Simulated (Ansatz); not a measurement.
Consider BeS in the zinc blende structure (space group F-43m, No. 216; a = 4.838 Å).

The values are results of PBEsol (Ansatz, a program for electronic structure, PAW, no spin-orbit coupling), not measurements.

Base values:

| Property | Result |
|---|---|
| Band gap | 2.91 eV |
| Hole mass | 0.33, 0.55, 0.55 mₑ (at Γ) |
| Smallest direct gap | 5.54 eV |

The change: cell and atoms relaxed at a pressure of 30 GPa.

### Question
What happens to the band gap, hole mass and smallest direct gap?

### Answer
The band gap decreases by 0.58 eV (2.91 eV → 2.33 eV); the hole mass (degenerate bands, along [100]) goes from 0.33, 0.55, 0.55 mₑ (at Γ) to 0.36, 0.42, 0.42 mₑ (at Γ); the smallest direct gap decreases by 0.176 eV to 5.37 eV.

Load acts through the strain it causes; cell and atoms are relaxed under it. Masses are band curvatures over ±0.01 Å⁻¹ around the edge. Stability against distortions was not tested. Competing high-pressure phases were not computed.
